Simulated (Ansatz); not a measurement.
## A computed series for hypothetical fluorite ZrSe2: thickness series

Take ZrSe₂ in the fluorite structure (space group Fm-3m, No. 225; a = 6.508 Å; a hypothetical phase, not in the database extracts checked) as the base. Axes: x, y, z lie along the cube axes.

Free-standing slabs (3 atom(s) a layer) normal to [111] with 15 Å of vacuum; in-plane cell held at bulk.

Method: Ansatz (a program for electronic structure) PBEsol, no spin-orbit coupling.

Notes on the quantities. excess energy per area of both faces: slab less bulk energy over the cell's area: twice a surface energy; uncertain by up to 0.2 J/m².

| variant | shortest interatomic distance | band gap | excess energy per area of both faces |
|---|---|---|---|
| base | 2.818 Å | zero | – |
| 1 layer | 2.849 Å | 0.87 eV | – |
| 2 layers | 2.654 Å | 0.73 eV | 0.51 J/m² |
| 3 layers | 2.681 Å | 0.46 eV | 0.5 J/m² |
| 4 layers | 2.672 Å | 0.16 eV | 0.6 J/m² |
| 5 layers | 2.678 Å | zero | 0.6 J/m² |
| 6 layers | 2.677 Å | zero | 0.6 J/m² |

The excess energy carries the mismatch between the slab's and the bulk's meshes. No phonon test of stability was made. All final runs are without spin polarisation. The zero or small gap of ZrSe2 can change with the level of theory.
